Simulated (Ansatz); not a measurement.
**HfGe (model structure, started from the TiAs type, P6₃/mmc, No. 194, 8 atoms in the cell)**

These are PBE (plane waves, PAW; Ansatz, a first-principles code) values and carry that method's errors.

Numerical settings: plane-wave cutoff 500 eV, 12×12×4 k mesh (along the axes of the cell as run), Fermi–Dirac smearing 0.05 eV, scalar-relativistic PAW data made under PBE.

Cell (relaxed at this level):

```cif
data_Ge4Hf4
_chemical_formula_sum 'Hf4 Ge4'
_space_group_name_H-M_alt 'P 1'
_space_group_IT_number 1
_cell_length_a 3.79667
_cell_length_b 3.79667
_cell_length_c 13.13507
_cell_angle_alpha 90.000
_cell_angle_beta 90.000
_cell_angle_gamma 120.000
loop_
_space_group_symop_operation_xyz
  'x, y, z'
loop_
_atom_site_label
_atom_site_type_symbol
_atom_site_fract_x
_atom_site_fract_y
_atom_site_fract_z
_atom_site_occupancy
Hf1 Hf 0.33333 0.66667 0.12098 1
Hf2 Hf 0.66667 0.33333 0.62098 1
Hf3 Hf 0.66667 0.33333 0.87902 1
Hf4 Hf 0.33333 0.66667 0.37902 1
Ge1 Ge 0.00000 0.00000 0.00000 1
Ge2 Ge 0.00000 0.00000 0.50000 1
Ge3 Ge 0.33333 0.66667 0.75000 1
Ge4 Ge 0.66667 0.33333 0.25000 1
```

```yaml
band_gap: zero (no gap)
```

Note: the relaxation could raise the start's symmetry but not lower it, so the cell can be a saddle point.

Spin–orbit coupling is not included.

Computed values are for the static lattice.

Cost on a shared machine: very roughly 3 core-minutes.

A model structure was made by putting elements into a prototype or built by hand; it is no filed structure, need not be a known phase, and can be a saddle point held by its symmetry.
